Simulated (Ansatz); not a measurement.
## How the lattice parameter c of InAs (model structure, started from the beta GaS type, P6₃/mmc, No. 194, 8 atoms in the cell) moves with the method

No measured value is used here.

```tsv
level (code)	value (Å)
PBE (Ansatz)	14.600
PBEsol (Ansatz)	[?]
PBE-D3(BJ) (Ansatz)	13.870
```

Question: Some entries are withheld; supply them.

Answer: 
- PBEsol (Ansatz, a quantum-chemistry and plane-wave program), value (Å): 13.901

Ansatz's density-functional and Hartree–Fock values are scalar-relativistic unless marked +SOC, with PAW data made under PBE.

A model structure was made by putting elements into a prototype or built by hand; it is no filed structure, need not be a known phase, and can be a saddle point held by its symmetry.
